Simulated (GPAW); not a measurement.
A self-consistent single point of Bi (R-3m, 2 atoms in the cell) with GPAW.

Computed with PBE, real-space grid, GPAW PAW datasets PBE (gpaw-data 1.0.1) in GPAW 25.7.0.

The change in words: lattice scaled by 0.985. Reference geometry:
```xyz
2
Lattice="4.1254 -2.2529 0.0000 4.1254 2.2529 0.0000 2.8951 0.0000 3.7032" Properties=species:S:1:pos:R:3 pbc="T T T"
Bi     2.6081     0.0000     0.8665
Bi     8.5377     0.0000     2.8366
```

Reference input (self-consistent single point, DFT PBE, real-space grid, GPAW PAW datasets PBE (gpaw-data 1.0.1)): mode = fd; h = 0.18 Å; xc = PBE; kpts = 5 5 5; mesh shift (steps) = 0 0 0; occupations.name = methfessel-paxton; occupations.width = 0.1 eV; occupations.order = 1; nbands = -8; convergence.density = 1e-05 e/electron; convergence.energy = 1e-05 eV/electron; symmetry.symmorphic = false. This run's input differs from it in these lines:

```diff
@@ -4,7 +4,7 @@
 atoms = Atoms(['Bi', 'Bi'],
-              cell=[[4.125411, -2.252932, 0.000000],
-                    [4.125411, 2.252932, 0.000000],
-                    [2.895060, 0.000000, 3.703154]],
-              positions=[[2.608136, 0.000000, 0.866538],
-                         [8.537746, -0.000000, 2.836616]],
+              cell=[[4.063530, -2.219138, 0.000000],
+                    [4.063530, 2.219138, 0.000000],
+                    [2.851634, 0.000000, 3.647607]],
+              positions=[[2.569014, -0.000000, 0.853540],
+                         [8.409680, 0.000000, 2.794067]],
               pbc=True)
```

Output, abridged:

```
     iter     time        total  log10-change:
                         energy   eigst   dens
iter:   1 --:--:--    -9.242422
iter:   2 --:--:--    -9.312057   -0.84  -1.77
iter:   3 --:--:--    -9.318531   -1.79  -1.77
iter:   4 --:--:--    -9.337107   -1.95  -1.75
iter:   5 --:--:--    -9.336159   -2.98  -2.53
iter:   6 --:--:--    -9.339434   -3.49  -2.50
iter:   7 --:--:--    -9.336241   -3.05  -2.35
iter:   8 --:--:--    -9.336557   -3.96  -2.77
iter:   9 --:--:--    -9.336852   -3.84  -2.83
iter:  10 --:--:--    -9.336871   -4.29  -3.20
iter:  11 --:--:--    -9.336887c  -4.92  -3.29
iter:  12 --:--:--    -9.336898c  -4.81  -3.31
iter:  13 --:--:--    -9.336897c  -5.43  -3.77
iter:  14 --:--:--    -9.336895c  -6.36  -3.83
iter:  15 --:--:--    -9.336895c  -7.31  -4.23
iter:  16 --:--:--    -9.336895c  -7.16  -4.23
iter:  17 --:--:--    -9.336895c  -7.03  -4.23
iter:  18 --:--:--    -9.336895c  -6.85  -4.20
iter:  19 --:--:--    -9.336895c  -7.34  -4.18
iter:  20 --:--:--    -9.336894c  -6.88  -4.18
iter:  21 --:--:--    -9.336894c  -8.17c -5.04c
Converged after 21 iterations.

Dipole moment: (2.201678, 0.000000, 0.731495) |e|*Ang

Energy contributions relative to reference atoms: (reference = -1169696.765905)

Kinetic:        +41.217120
Potential:      -37.463297
External:        +0.000000
XC:             -10.161347
Entropy (-ST):   +0.000328
Local:           -2.929590
SIC:             +0.000000
--------------------------
Free energy:     -9.336785
Extrapolated:    -9.336894

Showing only first 2 kpts
 Kpt  Band  Eigenvalues  Occupancy
  0    13      5.54281    2.00000
  0    14      5.54281    2.00000
  0    15      9.45390   -0.00000
  0    16      9.97475    0.00000

  1    13      6.02355    2.00000
  1    14      6.07445    2.00000
  1    15      7.44357   -0.00000
  1    16      7.74049   -0.00000

Fermi level: 7.00738

Gap: 0.329 eV
Transition (v -> c):
  (s=0, k=13, n=14, [0.40, 0.20, 0.20]) -> (s=0, k=9, n=15, [0.40, 0.00, 0.00])
Direct/indirect transitions are different
Direct gap: 0.634 eV
Transition at: (s=0, k=13, n=14, [0.40, 0.20, 0.20])
Energy (eV): -9.336894

Forces in eV/Ang:
  0 Bi    0.38033    0.00000    0.12636
  1 Bi   -0.38033    0.00000   -0.12636
```

The run converged in 21 iterations. Against the reference run the free energy rises by 43.7 meV/atom and the largest force goes from 0.165 to 0.401 eV/Å.

The starting cell has typed, rounded lattice constants, without a prior relaxation at this level. Its lattice was rescaled by a random factor within 2.5 % of one. For this run, on top of that: lattice scaled by 0.985. Spin-orbit coupling is off. The log's line on a gap gives a spacing of levels on this mesh, which the program prints for metals too.

Cost on one core of a shared machine: roughly 30 s.
